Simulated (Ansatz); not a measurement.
Structures of equal composition on the (0001) surface of wurtzite GaN (Ga plane on top): 2x2 Al adatom at H3; 2x2 Al adatom at T4. The slabs share one bottom face, and each structure is named by its start. These are constructed structures in small cells; real faces may alloy, dewet or reconstruct in larger ones, and not all known structures of the face are among them. Slabs of about 14 Å, Fermi-Dirac smearing of 0.025 eV. Bottom of the slabs: H caps. Relaxed from the named starts with such symmetry as they have, on meshes of like density; energies extrapolated to zero smearing; spin only where a row says so; no spin-orbit coupling, no U. Brackets mark spin-polarised runs, whose order is one that fits the cell. Where a second, spin-polarised start was run, the lower counts.

These are PBE (plane waves to 420 eV, PAW; Ansatz, an electronic-structure program) values and carry that method's errors.

**Question.** Order them by energy per 1x1 cell (lowest first) at the level PBE.

**Answer.** 2x2 Al adatom at T4 (0.000 eV, gap 0.46 eV on the mesh), 2x2 Al adatom at H3 (0.073 eV, gap 0.41 eV on the mesh)
